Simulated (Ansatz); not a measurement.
For Ag (model structure, started from the diamond type, Fd-3m, No. 227, 2 atoms in the cell), PBE (Ansatz, an electronic-structure program, plane waves, PAW) gives:

- lattice parameter a: 6.218 Å
- bulk modulus B0: 30.1 GPa
- cohesive energy: 1.74 eV/atom

What does r²SCAN (Ansatz, PAW) give for the same quantities?


- lattice constant a: 6.096 Å (drops by 2.0 %)
- bulk modulus: 39.0 GPa (rises by 30 %)
- cohesive energy: 2.00 eV/atom (rises by 0.26 eV/atom)

Changes are worked out from the printed values.

Unless a cell is named, each level is at its own relaxed cell (PBE 30.05, r²SCAN 28.32 Å³/atom).

Caveats: the bulk modulus is −V dP/dV from two relaxed cells at ±2 % in volume (PBE, r²SCAN). Ansatz's density-functional and Hartree–Fock values are scalar-relativistic unless marked +SOC, with PAW data made under PBE.

A model structure was made by putting elements into a prototype or built by hand; it is no filed structure, need not be a known phase, and can be a saddle point held by its symmetry.
